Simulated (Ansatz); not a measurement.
## Pressure series in Cu2O

Base system: Cu2O (space group Pn-3m, No. 224).

Cu$_{2}$O is taken in the cubic space group Pn-3m, origin choice 1 (No. 224), Pearson symbol cP6. Conventional cell: a = b = c = 4.2984 Å, α = β = γ = 90.00°. Cu on 4c is coordinated by 2 O at 1.861 Å (linear). O on 2a has 4 Cu at 1.861 Å (tetrahedral). (Neighbours: up to the widest gap in distance over summed covalent radii, below 1.35, at either atom; cation-cation and far metal-metal contacts left out.)

Cell and atoms are relaxed at each pressure.

All numbers come from Ansatz (an electronic-structure program), PBE, PAW, cutoff 420 eV, no spin-orbit coupling.

```tsv
pressure (GPa)	volume per atom (Å³/atom)
-2	13.485
-1	13.357
0	13.236
0.9	13.131
4.5	12.756
9	12.359
15	?
22.5	11.468
30	11.092
```

Problem. Fit the third-order Birch–Murnaghan form P(V) = (3B₀/2)[(V₀/V)^(7/3) − (V₀/V)^(5/3)]·[1 + (3/4)(B₀′ − 4)((V₀/V)^(2/3) − 1)] (squares taken in P) to the rows shown and predict the withheld row.

Solution. Least squares on the printed values gives V₀ = 13.235 Å³/atom, B₀ = 112 GPa, B₀′ = 4.7; this predicts 11.919 Å³/atom, and the run gives 11.919 Å³/atom, in agreement.

Measured bulk modulus of Cu2O: 105.7 GPa (0 K or low temperature; as listed in Leila H. N. Rimmer et al., Physical Review B (2014)); the computed value is 6 % above it.

Load acts through the strain it causes; cell and atoms are relaxed under it. No phonon test of stability was made. No other phases were tried under pressure. No Hubbard U is applied. All final runs are without spin polarisation.
